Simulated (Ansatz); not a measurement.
## Pressure series in CdSe

The reference is CdSe in the zinc blende structure (space group F-43m, No. 216; a = 6.133 Å).

Cell and atoms are relaxed at each pressure.

Level of theory: Ansatz (a program for electronic structure), r2SCAN, PAW, cutoff 500 eV, no SOC.

Notes on the quantities. enthalpy: H = E + PV relative to the base's energy.

```
variant            shortest interatomic distance       enthalpy
-----------------  -----------------------------  -------------
base                                     2.656 Å              –
pressure −2 GPa                          2.694 Å  -0.37 eV/atom
pressure −1 GPa                          2.674 Å  -0.18 eV/atom
pressure 0.9 GPa                         2.641 Å  +0.16 eV/atom
pressure 2.1 GPa                         2.623 Å  +0.37 eV/atom
pressure 4.5 GPa                         2.592 Å  +0.78 eV/atom
pressure 9 GPa                           2.543 Å  +1.51 eV/atom
pressure 15 GPa                          2.494 Å  +2.43 eV/atom
pressure 22.5 GPa                        2.445 Å  +3.51 eV/atom
pressure 30 GPa                          2.406 Å  +4.54 eV/atom
```

Load acts through the strain it causes; cell and atoms are relaxed under it. Stability against distortions was not tested. Tetrahedral semiconductors of this kind turn to denser phases somewhere between about 1 and 50 GPa; those were not computed, so compressed cells here can lie past the real transition.
